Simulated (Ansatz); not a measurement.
**WSe2: band gap against strain**

WSe2 (2H layered, P6_3/mmc, 18.695 Å³/atom at rest, c along z) under a strain ε along c (axis z), the other axes held. PBEsol-D3(BJ) in Ansatz, a plane-wave DFT program (PAW, default set), 420 eV, 12×12×3 Γ-centred mesh, Fermi-Dirac smearing 0.05 eV; ions are relaxed within the symmetry of each cell. Gaps are the smallest over the k-mesh and a band path, without spin-orbit coupling; in all rows the valence edge lies at Γ and the conduction edge at about 0.7 Å⁻¹ from Γ.

Here s stands for strain and Eg for gap.

| strain (%) | gap (eV) |
|---|---|
| -3.00 | ? |
| -1.80 | 0.57 |
| -1.20 | 0.60 |
| -0.60 | 0.64 |
| 0.00 | 0.67 |

The 4 complete rows are fitted with a straight line, Eg against s. Means: s -0.90000, Eg 0.620. About the means, the sum of products is 0.10200 and the sum of squares of s is 1.8000; the slope is their ratio. Least squares gives Eg = 0.671 + 0.0567·s. Residuals (row less fit): 0.001, -0.003, 0.003, -0.001; standard error 0.003 (degrees of freedom: 2). Over these rows the gap moves by 5.7 ± 0.2 eV per unit strain.

### Question
Estimate the missing Eg (s = -3.00); what did the run itself give?

### Answer
Eg = 0.671 + 0.0567 × (-3.0) = 0.501 eV. The calculation gives 0.50 eV, which the fit meets to the printed digits. The row lies outside the fitted rows, so this is an extrapolation. The fitted rows scatter only by rounding.

Spin-orbit coupling is left out, which can shift this property for WSe2. Rows are the converged runs of the series near zero and its far end; series whose fitted rows scatter by over a few per cent of the range, as at a crossing or softening among them, aren't shown in this form. Most that stay on the fit to the last digits aren't either.
